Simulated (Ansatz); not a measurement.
BeS (model structure, started from the rocksalt type, Fm-3m, No. 225, 2 atoms in the cell), treated with G0W0@PBEsol+SOC in Ansatz (hard PAW, contour deformation, complete-basis limit, spin–orbit shift from PBEsol).

Settings: largest k mesh 12×12×12 (not extrapolated in the mesh).

Cell (relaxed with PBEsol):

```
CELL_PARAMETERS angstrom
      0.00000     2.29536     2.29536
      2.29536     0.00000     2.29536
      2.29536     2.29536     0.00000
ATOMIC_POSITIONS crystal
  S  0.00000 0.00000 0.00000
  Be 0.50000 0.50000 0.50000
```

Problem. Estimate the band gap that the calculation returns.

Solution. 
band gap: 1.87 eV

Note: the correction to the complete basis was taken at k points off the band edges; spin–orbit coupling enters as the shift of the gap found with a semilocal functional; the relaxation could raise the start's symmetry but not lower it, so the cell can be a saddle point.

Static lattice: no zero-point or thermal effects.

A model structure was made by putting elements into a prototype or built by hand; it is no filed structure, need not be a known phase, and can be a saddle point held by its symmetry.

Ansatz is a program for electronic structure.
